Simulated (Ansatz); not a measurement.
```yaml
crystal:
  lattice:
    - [26.00000, 0.00000, 0.00000]
    - [0.00000, 23.00000, 0.00000]
    - [0.00000, 0.00000, 4.14174]
  atoms:
    - { symbol: Ge, position: [0.26719, 0.47021, 0.00000] }
    - { symbol: Ge, position: [0.26719, 0.52979, 0.50000] }
    - { symbol: Ge, position: [0.34507, 0.34664, 0.50000] }
    - { symbol: Ge, position: [0.34394, 0.40699, 0.00000] }
    - { symbol: Ge, position: [0.34394, 0.59301, 0.50000] }
    - { symbol: Ge, position: [0.34507, 0.65336, 0.00000] }
    - { symbol: Ge, position: [0.42204, 0.28455, 0.50000] }
    - { symbol: Ge, position: [0.42189, 0.46928, 0.00000] }
    - { symbol: Ge, position: [0.42189, 0.53072, 0.50000] }
    - { symbol: Ge, position: [0.42204, 0.71545, 0.00000] }
    - { symbol: Ge, position: [0.50000, 0.34554, 0.50000] }
    - { symbol: Ge, position: [0.50000, 0.40689, 0.00000] }
    - { symbol: Ge, position: [0.50000, 0.59311, 0.50000] }
    - { symbol: Ge, position: [0.50000, 0.65446, 0.00000] }
    - { symbol: Ge, position: [0.57796, 0.28455, 0.50000] }
    - { symbol: Ge, position: [0.57811, 0.46928, 0.00000] }
    - { symbol: Ge, position: [0.57811, 0.53072, 0.50000] }
    - { symbol: Ge, position: [0.57796, 0.71545, 0.00000] }
    - { symbol: Ge, position: [0.65493, 0.34664, 0.50000] }
    - { symbol: Ge, position: [0.65606, 0.40699, 0.00000] }
    - { symbol: Ge, position: [0.65606, 0.59301, 0.50000] }
    - { symbol: Ge, position: [0.65493, 0.65336, 0.00000] }
    - { symbol: Ge, position: [0.73281, 0.47021, 0.00000] }
    - { symbol: Ge, position: [0.73281, 0.52979, 0.50000] }
    - { symbol: H, position: [0.21846, 0.43083, 0.00000] }
    - { symbol: H, position: [0.21846, 0.56917, 0.50000] }
    - { symbol: H, position: [0.29606, 0.30765, 0.50000] }
    - { symbol: H, position: [0.29606, 0.69235, 0.00000] }
    - { symbol: H, position: [0.42200, 0.24396, 0.79602] }
    - { symbol: H, position: [0.42200, 0.24396, 0.20398] }
    - { symbol: H, position: [0.42200, 0.75604, 0.70398] }
    - { symbol: H, position: [0.42200, 0.75604, 0.29602] }
    - { symbol: H, position: [0.57800, 0.24396, 0.20398] }
    - { symbol: H, position: [0.57800, 0.24396, 0.79602] }
    - { symbol: H, position: [0.57800, 0.75604, 0.70398] }
    - { symbol: H, position: [0.57800, 0.75604, 0.29602] }
    - { symbol: H, position: [0.70394, 0.30765, 0.50000] }
    - { symbol: H, position: [0.70394, 0.69235, 0.00000] }
    - { symbol: H, position: [0.78154, 0.43083, 0.00000] }
    - { symbol: H, position: [0.78154, 0.56917, 0.50000] }
```

Levels: PBE (plane waves to 420 eV, PAW; Ansatz, a first-principles code); PBE with spin-orbit coupling (Ansatz); r2SCAN (plane waves to 500 eV, PAW; Ansatz). Unmarked values and the geometry are of the first. Mesh 1×1×8. No spin polarisation. Periodic along z alone, with about 11 Å of vacuum beside it. A model structure. Only distortions within the start's symmetry and period were free. Values not marked SOC lack spin–orbit coupling. Buckling under compression is shut out by symmetry and the short period.

Question: Say what this body is, and give its properties.

Answer: H-capped Ge nanowire along [110], 24 atoms a period besides the caps. An idealised model, cut from the bulk lattice.
```
Quantity                                                                                  Result
---------------------------------------------------------  -------------------------------------
largest distance between nuclei across the axis                                          14.98 Å
energy over the bulk Ge and H2 molecule                    +174 meV per atom other than the caps
PBE gap                                                                     1.27 eV, direct at Γ
electron mass along the axis (PBE)                                                       0.10 mₑ
hole mass along the axis (PBE)                                                          0.079 mₑ
valence and conduction edges under the vacuum level (PBE)                       4.87 and 3.60 eV
PBE+SOC gap at this geometry                                                             1.26 eV
r2SCAN gap at this geometry                                                              1.56 eV
axial stiffness dF/dε                                                                     172 nN
```
